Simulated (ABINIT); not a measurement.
Band structure of HfB2 (P6/mmm, 3 atoms in the cell).

```yaml
crystal:
  lattice:
    - [3.13268, 0.00000, 0.00000]
    - [-1.56634, 2.71298, 0.00000]
    - [0.00000, 0.00000, 3.47921]
  atoms:
    - { symbol: Hf, position: [0.00000, 0.00000, 0.00000] }
    - { symbol: B, position: [0.33333, 0.66667, 0.50000] }
    - { symbol: B, position: [0.66667, 0.33333, 0.50000] }
```

Method of the run: PBE, norm-conserving pseudopotentials (PseudoDojo nc-sr-05 PBE standard) (plane waves; ABINIT).

Settings: pseudos = [Hf.upf, B.upf]; ecut = 38 Ha; ixc = 11; occopt = 3; tsmear = 0.05 eV; ngkpt = 8 8 7; nshiftk = 1; shiftk = 0 0 0; potentials = PseudoDojo nc-sr-05 PBE standard; kptopt = 1; nstep = 50; tolvrs1 = 1e-12; ndtset = 2.

The starting cell comes from a database of computed structures (which also holds hypothetical and non-ambient phases and stackings), without a prior relaxation at this level. Spin-orbit coupling is off.

Levels in eV from the Fermi level, bands 6 to 13:
| point | 6 | 7 | 8 | 9 | 10 | 11 | 12 | 13 |
|---|---|---|---|---|---|---|---|---|
| Γ | -3.20 | -3.09 | -3.09 | -2.98 | 3.88 | 3.88 | 4.48 | 4.48 |
| M | -9.24 | -4.35 | -3.62 | -3.05 | 1.94 | 2.57 | 5.43 | 5.61 |
| K | -8.48 | -7.96 | -2.80 | -2.80 | 1.56 | 1.56 | 3.32 | 9.27 |
| A | -8.57 | -1.37 | -1.37 | 0.16 | 0.16 | 0.84 | 0.84 | 2.03 |
| L | -7.71 | -5.17 | -4.90 | -2.85 | 3.88 | 3.99 | 6.14 | 7.04 |
| H | -9.34 | -5.71 | -3.34 | -3.34 | 4.30 | 5.30 | 6.80 | 6.80 |

Bands cross the Fermi level along this path, so the cell is metallic at this level.
